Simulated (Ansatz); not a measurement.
Abridged Ansatz (an electronic-structure program) output:

```
Relaxation: its limit of steps is 60 (relax.max_steps)
Pseudopotential: Tl, paw, valence charge 13
Pseudopotential: In, paw, valence charge 13
Pseudopotential: Te, paw, valence charge 16
Crystal: 8 atoms, lattice volume = 239.505 Å³
Basis set: ecut = 420 eV, 4679 PW (Γ), exchange–correlation on 96×96×96 points (8 copies of the dense FFT grid, shifted against one another)
Bands: 70, of which v1, the nominal top of the filled ones, is band 58 counted from 1 (57 counted from 0)
Symmetry: 16 space group operations
k-points: 30 of 216
Functional: x = pbesol(κ = 0.804, μ = 0.12345679012345678), c = pbesol(β = 0.046)
SCF iter   1: F=—  HF=-61250.793915 eV  |F-HF|=—  |Δ(HF+E_count)|=         —  Δρ=2.70e-3  dr2=1.82e-2  ethr=1.77e-3  ⟨swp⟩=6.3  Hψ=8391  notcnv=0  defer=25
SCF iter   2: F=—  HF=-61250.781936 eV  |F-HF|=—  |Δ(HF+E_count)|=   1.20e-2  Δρ=1.38e-3  dr2=4.43e-3  ethr=1.57e-5  ⟨swp⟩=2.0  Hψ=3651  notcnv=0  defer=80
SCF 1 converged in 7 iterations: F = -61250.781029 eV  dr2 = 1.01e-8
relax step   1: F+E_penalty+E_count = -61250.78102874 eV  Δ(F+E_penalty+E_count) = +0.000e0 eV  max|allowed force component| = 1.893e-4 eV/Å  Δτ_max = 0.0000 Å  P = +1.497 GPa  Ω = 239.505 Å³  (7 SCF iters, dr2 threshold 1.00e-7 eV, accepted)
[... steps on the carried basis left out ...]
relax step   5: F+E_penalty+E_count = -61250.65288998 eV  Δ(F+E_penalty+E_count) = +2.069e-3 eV  max|allowed force component| = 4.461e-4 eV/Å  Δτ_max = 0.0000 Å  P = +2.994 GPa  Ω = 230.228 Å³  stress off target by 1.19e-2 GPa  SCF on the basis re-selected at this cell (its energy is not comparable with the rows above)  (5 SCF iters)
SCF converged after 5 iterations
Free energy (F): -61250.652890 eV
Internal energy: -61250.650874 eV  (E = F + TS)
E sigma→0 (E₀):  -61250.651882 eV
Entropy (-TS):   -0.002016 eV (-0.252 meV/atom)
Fermi energy:    10.205383 eV
--- Forces (eV/Å), atoms counted from 1 ---
  atom   1  Tl     0.00000000    -0.00000000     0.00000000
[...]
  atom   3  In    -0.00000000     0.00000000     0.00000000
  atom   4  In    -0.00000000     0.00000000     0.00000000
  atom   5  Te     0.00044608     0.00044608    -0.00000000
  atom   6  Te    -0.00044608    -0.00044608     0.00000000
  atom   7  Te    -0.00044608     0.00044608    -0.00000000
  atom   8  Te     0.00044608    -0.00044608     0.00000000
--- Stress (GPa, compression-positive) ---
        2.988138       0.000000       0.000000
        0.000000       2.988138      -0.000000
        0.000000       0.000000       3.006367
  P = ⅓ Tr σ = 2.9942 GPa (29.942 kbar)
--- Relaxed structure (4 steps of the walk, 4 accepted, 1 SCFs on fresh bases) ---
  cell:  # Å, volume = 230.2283 Å³
    - [-4.056226160997181, 4.056226160997181, 3.4982784723430953]
    - [4.056226160997181, -4.056226160997181, 3.4982784723430953]
    - [4.056226160997181, 4.056226160997181, -3.4982784723430953]
  atoms:
    - { symbol: Tl, position: [0.75, 0.75, 2.862415064186613e-19] }
    - { symbol: Tl, position: [0.25, 0.25, 2.862415064186614e-19] }
    - { symbol: In, position: [0.7500000000000001, 0.24999999999999994, 0.5000000000000001] }
    - { symbol: In, position: [0.24999999999999994, 0.7500000000000001, 0.5000000000000001] }
    - { symbol: Te, position: [0.1914877468825973, 0.6914877468825973, 0.8829754937651944] }
    - { symbol: Te, position: [0.808512253117403, 0.30851225311740277, 0.11702450623480581] }
    - { symbol: Te, position: [0.6914877468825971, 0.8085122531174029, 0.5000000000000001] }
    - { symbol: Te, position: [0.308512253117403, 0.1914877468825972, 0.5000000000000001] }
```

What was computed, and what are the main results?

TlInTe2, 8 atoms in the cell, with PBEsol (Ansatz; PAW; 420 eV plane waves; spin-orbit coupling left out), from a series relaxed to a target (pressure 3 GPa). The last SCF converged to F = -61250.652890 eV, or -7656.3316 eV per atom, at a pressure of 2.99 GPa. The total energy compares only with runs of the same code, potentials and settings.

The mesh was chosen for an insulator and is coarse for the gapless case. Spin-orbit coupling, missing from the scalar runs, can matter with Te and Tl. Load acts through the strain it causes; cell and atoms are relaxed under it. No phonon test of stability was made. All final runs are without spin polarisation. The cell was made from TlInTe$_{2}$ (space group I4/mcm, No. 140) by this change: pressure 3 GPa.

Keys are those of Ansatz 0.2.
